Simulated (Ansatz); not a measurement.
We consider HfC (model structure, started from the WC type, P-6m2, No. 187, 2 atoms in the cell), described by r²SCAN (Ansatz, a program for electronic structure, PAW).

Run with plane-wave cutoff 560 eV, 24×24×18 k mesh (along the axes of the cell as run), Fermi–Dirac smearing 0.05 eV, scalar-relativistic PAW data made under PBE.

Cell (relaxed at this level):

```cif
data_CHf
_chemical_formula_sum 'Hf1 C1'
_space_group_name_H-M_alt 'P 1'
_space_group_IT_number 1
_cell_length_a 3.22634
_cell_length_b 3.22634
_cell_length_c 2.90157
_cell_angle_alpha 90.000
_cell_angle_beta 90.000
_cell_angle_gamma 120.000
loop_
_space_group_symop_operation_xyz
  'x, y, z'
loop_
_atom_site_label
_atom_site_type_symbol
_atom_site_fract_x
_atom_site_fract_y
_atom_site_fract_z
_atom_site_occupancy
Hf1 Hf 0.00000 0.00000 0.00000 1
C1 C 0.66667 0.33333 0.50000 1
```

### Question
Predict the bulk modulus B0.

### Answer

bulk modulus B0: 210 GPa

The run finds no gap.

Note: the bulk modulus is −V dP/dV from two relaxed cells at ±2 % in volume; the relaxation could raise the start's symmetry but not lower it, so the cell can be a saddle point.

Spin–orbit coupling is not included; it can open a gap where bands touch, and shift volumes and moduli.

It cost around 2.2 core-minutes (rough) of CPU time.

A model structure was made by putting elements into a prototype or built by hand; it is no filed structure, need not be a known phase, and can be a saddle point held by its symmetry.
